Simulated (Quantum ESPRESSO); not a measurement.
**Several settings converged on CuAgO₂ (Cm, 4 atoms in the cell)**

```xyz
4
Lattice="3.2956 -1.4197 0.0000 3.2956 1.4197 0.0000 -2.3809 0.0000 5.5560" Properties=species:S:1:pos:R:3 pbc="T T T"
Cu     2.1051     0.0000     2.8280
Ag     0.0000     0.0000     0.0000
O      5.0946     0.0000     1.5766
O     -0.8843     0.0000     3.9794
```

Base method: PBEsol, PSlibrary PAW (PBE) pseudopotentials (plane waves; Quantum ESPRESSO).

Base settings: ecutwfc = 55 Ry; ecutrho = 330 Ry; occupations = smearing; smearing = gaussian; degauss = 0.0073499 Ry; input_dft = pbesol; K_POINTS = automatic 6 6 3 0 0 0; conv_thr = 1e-10 Ry; mixing_beta = 0.3.

The count of work is k-points × plane waves × bands × iterations; it is no time. 

**The k-point mesh**

Only quantities that move along the ladder and can be compared are tabulated.

```tsv
K_POINTS	free energy less the last step's (meV/atom)	pressure (GPa)	largest difference of a force vector from the last step's (eV/Å)	count of work / last
automatic 2 2 1 0 0 0	148.64	-4.75	0.801	0.015
automatic 3 3 1 0 0 0	8.14	-8.49	0.190	0.017
automatic 3 3 2 0 0 0	1.19	-8.24	0.135	0.033
automatic 5 5 2 0 0 0	4.60	-8.07	0.039	0.074
automatic 6 6 3 0 0 0	-1.29	-8.19	0.023	0.14
automatic 12 12 6 0 0 0	0.00	-8.16	0.000	1.0
```

Coarsest K_POINTS that holds the pressure within 0.5 GPa of the last step, with all finer ones: automatic 3 3 1 0 0 0, at 0.017 of the last step's count of work; the step before is off by 3.4 GPa.

Coarsest K_POINTS that holds the free energy within 5 meV/atom of the last step, with all finer ones: automatic 3 3 2 0 0 0, at 0.033 of the last step's count of work; the step before is off by 8.1 meV/atom.

Coarsest K_POINTS that holds the forces within 0.02 eV/Å: not settled: the last two steps still differ by 0.023 eV/Å, over half the tolerance, so the ladder does not show it.

**The k-point mesh at a smearing width of 0.02 eV**

In this ladder: degauss = 0.00147 Ry.

Only quantities that move along the ladder and can be compared are tabulated.

```csv
K_POINTS,free energy less the last step's (meV/atom),largest difference of a force vector from the last step's (eV/Å),count of work / last
automatic 5 5 2 0 0 0,4.56,0.035,0.045
automatic 7 7 3 0 0 0,0.84,0.015,0.11
automatic 10 10 5 0 0 0,0.80,0.009,0.38
automatic 14 14 7 0 0 0,0.00,0.000,1.0
```

Coarsest K_POINTS that holds the free energy within 2 meV/atom of the last step, with all finer ones: automatic 7 7 3 0 0 0, at 0.11 of the last step's count of work; the step before is off by 4.6 meV/atom.

**The number of bands**

The mesh stays at the base's, so the ladder's end is converged at best in this setting alone.

Only quantities that move along the ladder and can be compared are tabulated.

| nbnd | free energy less the last step's (meV/atom) | largest difference of a force vector from the last step's (eV/Å) | count of work / last |
|---|---|---|---|
| 17 | 1.26 | 0.023 | 0.97 |
| 19 | 0.00 | 0.000 | 0.44 |
| 21 | 0.00 | 0.000 | 0.46 |
| 49 | 0.00 | 0.000 | 1.0 |

Coarsest nbnd that holds the forces within 0.01 eV/Å of the last step, with all finer ones: 19, at 0.44 of the last step's count of work; the step before is off by 0.023 eV/Å.

Coarsest nbnd that holds the free energy within 0.5 meV/atom of the last step, with all finer ones: 19, at 0.44 of the last step's count of work; the step before is off by 1.3 meV/atom.

On the base run: the starting cell comes from a database of computed structures (which also holds hypothetical and non-ambient phases and stackings), without a prior relaxation at this level. Its lattice was rescaled by up to half a per cent. One atom was moved a little off its site on purpose. Spin polarisation is off, so a magnetic state, if there is one, cannot be reached. In the base run, with a pressure of about -8 GPa the cell is away from its equilibrium volume at this level. In the base run, forces exceed 1 eV/Å. The run gives no clean gap (levels at the Fermi energy touch, overlap or are partly filled at this smearing), which alone does not show that the compound is a metal. Without a gap this mesh is coarse (it stands for a supercell whose shortest vector is 17 Å).
